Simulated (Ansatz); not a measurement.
System: BAs (model structure, P6₂22, No. 180, 6 atoms in the cell). Method: LDA (PAW; Ansatz, a program for electronic structure).

Run with plane-wave cutoff 520 eV, 18×18×8 k mesh (along the axes of the cell as run), Fermi–Dirac smearing 0.05 eV, scalar-relativistic PAW data made under PBE.

Cell (relaxed with PBEsol):

```cif
data_As3B3
_chemical_formula_sum 'B3 As3'
_space_group_name_H-M_alt 'P6222'
_space_group_IT_number 180
_space_group_name_Hall 'P 62 2 (0 0 4)'
_cell_length_a 3.42906
_cell_length_b 3.42906
_cell_length_c 7.40305
_cell_angle_alpha 90.000
_cell_angle_beta 90.000
_cell_angle_gamma 120.000
loop_
_atom_site_label
_atom_site_type_symbol
_atom_site_symmetry_multiplicity
_atom_site_Wyckoff_symbol
_atom_site_fract_x
_atom_site_fract_y
_atom_site_fract_z
_atom_site_occupancy
B1 B 3 d 0.50000 0.00000 0.50000 1
As1 As 3 c 0.50000 0.00000 0.00000 1
```

### Question
What does this level give for the band gap?

### Answer

* **band gap**: 0.38 eV (on the SCF k mesh)

Note: the relaxation could raise the start's symmetry but not lower it, so the cell can be a saddle point; cell and atoms aren't relaxed at this level (pressure -3.1 GPa).

Spin–orbit coupling is not included.

Computed values are for the static lattice.

Computing time: very roughly 50 core-seconds.

A model structure was made by putting elements into a prototype or built by hand; it is no filed structure, need not be a known phase, and can be a saddle point held by its symmetry.
